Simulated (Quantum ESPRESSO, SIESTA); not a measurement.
Pressure against volume in Cu3Au-type Pt3Ti (space group 221) (SIESTA, LDA)

```
CELL_PARAMETERS angstrom
      3.76754     0.00000     0.00000
      0.00000     3.76754     0.00000
      0.00000     0.00000     3.76754
ATOMIC_POSITIONS crystal
  Ti 0.00000 0.00000 0.00000
  Pt 0.00000 0.50000 0.50000
  Pt 0.50000 0.00000 0.50000
  Pt 0.50000 0.50000 0.00000
```

Computed with LDA PW92, numerical atomic orbitals DZP, PseudoDojo LDA standard norm-conserving potentials (rewritten from UPF to PSML) run with SIESTA. Settings: XC.functional = LDA; XC.authors = PW92; potentials = PseudoDojo LDA standard; PAO.BasisSize = DZP; PAO.EnergyShift = 0.005 Ry; MeshCutoff = 455 Ry; kgrid.MonkhorstPack = 15 15 15; OccupationFunction = FD; ElectronicTemperature = 0.05 eV; MaxSCFIterations = 150; SCF.Mixer.Method = Pulay; SCF.Mixer.Weight = 0.2; SCF.Mixer.History = 6; SCF.DM.Tolerance = 1.0E-04. The cell above is the first row's. The rows scale it uniformly. In all rows fractional positions and the k mesh are held.

| V (Å^3/atom) | P (GPa) |
|---|---|
| 13.369 | ? |
| 13.660 | 21.93 |
| 13.951 | 13.72 |
| 14.241 | 6.52 |
| 14.532 | 0.24 |
| 14.823 | -5.57 |
| 15.113 | -10.47 |
| 15.404 | -14.68 |
| 15.695 | -18.67 |

Q: Using a cubic, estimate the missing P at V = 13.369 from the other rows, showing the fit.

A: With u = V - 14.7, the rows have u = -1.0400, -0.7490, -0.4590, -0.1680, 0.1230, 0.4130, 0.7040, 0.9950. Least squares gives P = -3.195 - 19.1230·u + 4.2153·u² - 0.5967·u³. Residuals (row less fit): 0.007, -0.024, -0.008, 0.101, -0.086, -0.054, 0.097, -0.033; standard error 0.089 (degrees of freedom: 4). The fitted pressure is zero at V0 = 14.54, where dP/dV = -20.53, so B0 = -V0·dP/dV = 298 GPa. At the withheld row, u = -1.3310, so P = -3.195 - 19.1230 × (-1.3310) + 4.2153 × (-1.3310)² - 0.5967 × (-1.3310)³ = 31.132 GPa. The calculation gives 31.27 GPa, 0.138 GPa above the prediction (0.3 % of the range of P in the table). The row lies outside the fitted rows, so this is an extrapolation. From the scatter of the fitted rows alone, a prediction at this place has a standard error of 0.236 GPa, so the miss is 0.6 times that.

Carrying the step between the two nearest rows on in a straight line would have given 30.14, off by 1.13; series whose last step already gives the withheld value aren't shown. The scan was laid around a cell of about the measured size, scaled by a guess for this functional. The runs keep the symmetry of the cell, so they don't test it for distortions. A plane-wave scan with the same functional (Quantum ESPRESSO, GBRV) gives V0 = 14.52 Å^3/atom and B0 = 285 GPa; a Birch-Murnaghan fit to all rows here lies 0.2 % from it in V0 and 5 % in B0; the two differ in basis, and may differ in potentials and mesh. Spin polarisation is off. Values carry the incompleteness of an atom-centred basis. Spin-orbit coupling is off. Cutoffs and mesh are single choices, not tested for convergence of this quantity. Series with a scatter that would blur these digits, or in which a gap closes, are not shown.
